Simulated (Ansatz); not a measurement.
Consider Cd vacancy in wurtzite CdS, charge state -2. The step: one Cd atom jumps into the vacancy from a nearby Cd site; the atom moves 4.01 Å along (0.00, 0.95, 0.00) of the unit cell; the moving atom starts with neighbours S at 2.50, S at 2.59, S at 2.60, S at 2.61 Å and ends with S at 2.49, S at 2.59, S at 2.60, S at 2.61 Å. DFT values are from Ansatz (plane-wave PAW, 420 eV unless said) in a cell of 72 host sites, spin-restricted, static, with no finite-size correction. The charge state is imposed; whether it is stable for some Fermi level was not computed. Forms of the defect that were not tried may lie lower. For the PBE band: the saddle point's order was not checked.

| Level | Forward barrier (eV) | Cost of the band or of the saddle's single point |
|---|---|---|
| CHGNet universal potential (has no charge state), its own band | 0.46 | - |
| PBE, one k-point at (0.125, 0.250, 0.250), band relaxed | 0.94 | about 80 core-minutes (a rough figure) |
| PBE, a 2×2×2 k-point mesh shifted by half a step along c, same geometries | 0.94 | very roughly 12 core-minutes |
| r2SCAN at 500 eV, one k-point at (0.125, 0.250, 0.250), same geometries | 0.92 | around 7 core-minutes (rough) |

Ansatz is a quantum-chemistry and plane-wave program.
